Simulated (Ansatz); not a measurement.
**TaAl (model structure, P4/mmm, No. 123, 2 atoms in the cell)**

The numbers are results of LDA in Ansatz (PAW), not measurements.

Settings: plane-wave cutoff 520 eV, 20×20×14 k mesh (along the axes of the cell as run), Fermi–Dirac smearing 0.05 eV, scalar-relativistic PAW data made under PBE.

Cell (relaxed at this level):

```
AlTa
1.0
    2.78299     0.00000     0.00000
    0.00000     2.78299     0.00000
    0.00000     0.00000     4.12648
Ta Al
1 1
Direct
  0.00000   0.00000   0.00000
  0.50000   0.50000   0.50000
```

| Item | Result |
|---|---|
| band gap | zero (no gap) |
| bulk modulus | 174 GPa |

Note: the bulk modulus is −V dP/dV from two relaxed cells at ±2 % in volume; the relaxation could raise the start's symmetry but not lower it, so the cell can be a saddle point.

Spin–orbit coupling is not included.

Computed values are for the static lattice.

The result took very roughly 50 core-seconds.

A model structure was made by putting elements into a prototype or built by hand; it is no filed structure, need not be a known phase, and can be a saddle point held by its symmetry.

Ansatz is a program for electronic structure.
